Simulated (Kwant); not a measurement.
Device: quantum point contact (saddle potential) in a Ge (holes) two-dimensional gas. Effective mass 0.06 mₑ, grid spacing 6.7 nm, hard walls, nominal width 200 nm (29 grid rows, so walls 201 nm apart), one parabolic valley, scattering region 600 nm long along x; energies count from the band bottom; Fermi energy 0.000876 eV. Potential (V0 + ½k y²) cos²(πx/L) for |x| < L/2, with V0 swept from 0.0009198 to 0 eV, k = 3.8e-07 eV/nm², L = 160 nm.

The device is made up for the run: typed textbook-type constants, with dimensions and the other settings drawn at random.

Kwant, effective-mass tight-binding model on a square grid, one spin, coherent transport at 0 K. Conductance is in e²/h.

Sweep values stay those of the base run.

The length of the gated region was swept, all else fixed.

```
length of the gated region (nm)  mean G (e²/h) over the sweep  G (e²/h) at V0 = 0.2399 meV  G (e²/h) at V0 = 0.4666 meV  G (e²/h) at V0 = 0.6932 meV
-------------------------------  ----------------------------  ---------------------------  ---------------------------  ---------------------------
40                                                       1.50                         1.68                         1.50                         1.31
80                                                       0.97                         1.23                         0.94                         0.69
110                                                      0.77                         1.04                         0.75                         0.46
160                                                      0.63                         0.97                         0.64                         0.27
210                                                      0.60                         0.98                         0.65                         0.18
```

From the first row to the last the mean G over the sweep goes from 1.50 to 0.60. From the first row to the last the G at V0 = 0.2399 meV goes from 1.68 to 0.98.
